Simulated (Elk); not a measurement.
Input and output of a self-consistent single point for SbAs (R3m, 2 atoms in the cell) (Elk).

Computed with PBEsol, spin-orbit coupling in second variation, all-electron FP-LAPW, Elk's shipped species files, default APW+lo basis run with Elk.

```yaml
crystal:
  lattice:
    - [2.03272, 1.17359, 3.71659]
    - [-2.03272, 1.17359, 3.71659]
    - [0.00000, -2.34718, 3.71659]
  atoms:
    - { symbol: Sb, position: [0.22910, 0.22910, 0.22910] }
    - { symbol: As, position: [0.77090, 0.77090, 0.77090] }
```

Reference input (self-consistent single point, DFT, PBEsol, all-electron FP-LAPW, Elk's shipped species files, default APW+lo basis): xctype = 22; swidth = 0.00367493 Ha; ngridk = 7 7 7; rmtscf = 0.97; maxscl = 100. This run's input differs from it in these lines:

```diff
@@ -6,4 +6,13 @@
 
+spinorb
+  .true.
+
 rmtscf
   0.97
+
+lmaxi
+  3
+
+nempty
+  10
```

Log, with long lists cut:

```
│ Self-consistent loop started │
│ Loop number : 1 │
 total energy                :     -8746.70581732
 total moment                :   0.4943994915E-19  0.2760298824E-19 -0.1544474462E-18
│ Loop number : 2 │
 total energy                :     -8746.68017996
 total moment                :  -0.8242801453E-19  0.6114815869E-19  0.4451254881E-19
RMS change in Kohn-Sham potential (target) :   0.7147820596E-01 (  0.1000000000E-05)
Absolute change in total energy (target)   :   0.2563735418E-01 (  0.1000000000E-03)
│ Loop number : 3 │
 total energy                :     -8746.46837199
   [... lines left out ...]
 total energy                :     -8740.43653223
 total moment                :   0.4232102390E-17 -0.1464592535E-19 -0.5996027748E-19
RMS change in Kohn-Sham potential (target) :   0.1386014456E-06 (  0.1000000000E-05)
Absolute change in total energy (target)   :   0.1761060175E-03 (  0.1000000000E-03)
│ Loop number : 14 │
 total energy                :     -8740.43654047
 total moment                :   0.4144513026E-17 -0.3257861011E-20 -0.4748219425E-20
RMS change in Kohn-Sham potential (target) :   0.2916904380E-07 (  0.1000000000E-05)
Absolute change in total energy (target)   :   0.3578508040E-04 (  0.1000000000E-03)
Convergence targets achieved

│ Loop number : 15 │

Energies :
 Fermi                       :     0.228843355807
 xc effective B-field        :    -0.242703961687E-08
 external B-field            :      0.00000000000
 total energy                :     -8740.43654362
 (external B-field energy excluded from total)

Density of states at Fermi energy :    6.272707881
 (states/Hartree/unit cell)

Estimated indirect band gap :   0.6071199992E-02
 from k-point     51 to k-point      5
Estimated direct band gap   :   0.6816476091E-02
 at k-point      5

Charges :
 core                        :    54.00000000
 valence                     :    30.00000000
 interstitial                :    4.085783116
 muffin-tins (core leakage)
  species :    1 (Sb)
   atom    1                 :    48.73084445     (  0.1191272600E-02)
  species :    2 (As)
   [... lines left out ...]
 muffin-tins
  species :    1 (Sb)
   atom    1                 :   0.1393089615E-19 -0.1524305947E-20  0.1393132006E-19
  species :    2 (As)
   atom    1                 :  -0.1480941637E-19  0.6146630602E-19  0.6215635785E-19
 total in muffin-tins        :  -0.8785202179E-21  0.5994200008E-19  0.7608767791E-19
 total moment                :   0.4217267961E-17  0.6068613704E-19  0.1185724612E-18

│ Self-consistent loop stopped │
```

The run converged in 15 iterations. The count includes the last loop, which Elk runs after its targets are met. 

The starting cell comes from a database of computed structures (which also holds hypothetical and non-ambient phases and stackings), without a prior relaxation at this level. Values depend on the basis (sphere radii, cutoffs, local orbitals), which need not be converged. The run gives no clean gap (levels at the Fermi energy touch, overlap or are partly filled at this smearing), which alone does not show that the compound is a metal. The log's line on a gap gives a spacing of levels on this mesh, which the program prints for metals too.

These are the values that this program gave, and no reference: the basis lacks p1/2 orbitals, which heavy p elements need under spin-orbit coupling.

Cost on one core of a shared machine: roughly 70 s.
